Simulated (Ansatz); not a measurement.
# Tl, response to strain

The parent structure is Tl in the hcp (Mg type) structure (space group P6_3/mmc, No. 194; a = 3.4761 Å, c = 5.4715 Å; relaxed with 0.1 eV smearing). Axes: x lies along a and z along c of the hexagonal cell.

Strains are applied to the cell and any free atomic positions relax.

Method: PBEsol (Ansatz, a program for electronic structure; PAW; 420 eV plane waves; scalar-relativistic without spin-orbit coupling).

Candidates:
(a) uniaxial strain ε_xx = −3.00 %
(b) uniaxial strain ε_xx = +3.00 %
(c) uniaxial strain ε_xx = +2.50 %

Notes on the quantities. energy relative to the base: free energy F.

Task: Order them by energy relative to the base, highest first.

Result: (a) uniaxial strain ε_xx = −3.00 % (+3.6 meV/atom), (b) uniaxial strain ε_xx = +3.00 % (+2.9 meV/atom), (c) uniaxial strain ε_xx = +2.50 % (+2.1 meV/atom)

Stability against distortions was not tested.
